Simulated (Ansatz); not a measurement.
**hcp Gd**

Method: HSE06 (Ansatz, a quantum-chemistry and plane-wave program, PAW).

Run with plane-wave cutoff 460 eV, 9×9×6 k mesh (along the axes of the cell as run), Fermi–Dirac smearing 0.05 eV, spin-polarised with parallel moments, scalar-relativistic PAW data made under PBE.

Cell: measured lattice: a = 3.6337 Å, b = 3.6337 Å, c = 5.7821 Å, α = 90.00°, β = 90.00°, γ = 120.00°.

```
Quantity                                                     Result
----------------------------------------------------------  -------
magnetic moment per atom (the cell's total over its atoms)  7.91 μB
```

Note: the run warned that the count of filled bands differs between k points; the state of the 4f shell is in doubt; the collinear magnetic order is the start's and need not be the measured one; cell and atoms aren't relaxed at this level (pressure 2.1 GPa).

Moments are spin moments.

Spin–orbit coupling is not included.
